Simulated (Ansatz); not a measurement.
## Nb: stress against strain

Nb (bcc, Im-3m, 17.530 Å³/atom at rest) under an equal strain ε in the (001) plane with the normal axis free, as in a coherent film. PBEsol in Ansatz, a plane-wave DFT program (PAW, default set), 420 eV, 28×28×28 Γ-centred mesh, Fermi-Dirac smearing 0.10 eV; ions are relaxed within the symmetry of each cell. Stress is positive for a compressed cell.

Here s stands for strain and y for stress xx.

| strain (%) | stress xx (GPa) |
|---|---|
| -3.00 | ? |
| -1.50 | 4.13 |
| -1.00 | 2.68 |
| -0.50 | 1.30 |
| 0.00 | 0.00 |
| 0.50 | -1.22 |
| 1.00 | -2.35 |
| 1.50 | -3.39 |

The 7 complete rows are fitted with a straight line, y against s. Means: s 0, y 0.164. About the means, the sum of products is -17.570 and the sum of squares of s is 7.0000; the slope is their ratio. Least squares gives y = 0.164 - 2.5100·s. Residuals (row less fit): 0.201, 0.006, -0.119, -0.164, -0.129, -0.004, 0.211; standard error 0.169 (degrees of freedom: 5). The slope gives the biaxial elastic modulus of this plane = 251 ± 6 GPa.

Question: Predict the withheld y at s = -3.00 from the fit, and compare with the calculation.

Answer: y = 0.164 - 2.5100 × (-3.0) = 7.694 GPa. The calculation gives 8.88 GPa, 1.186 GPa above the prediction (9.7 % of the range of y in the table). The row lies outside the fitted rows, so this is an extrapolation. From the scatter of the fitted rows alone, a prediction at this place has a standard error of 0.263 GPa, so the miss is 4.5 times that.

One order more, fitted to all 13 runs of the series, follows each within 0.05, so the miss is the next term of a smooth law. In a metal these values are sensitive to mesh and smearing; energies are taken to zero smearing, stresses follow the free energy. Rows are the converged runs of the series near zero and its far end; series whose fitted rows scatter by over a few per cent of the range, as at a crossing or softening among them, aren't shown in this form. Most that stay on the fit to the last digits aren't either.
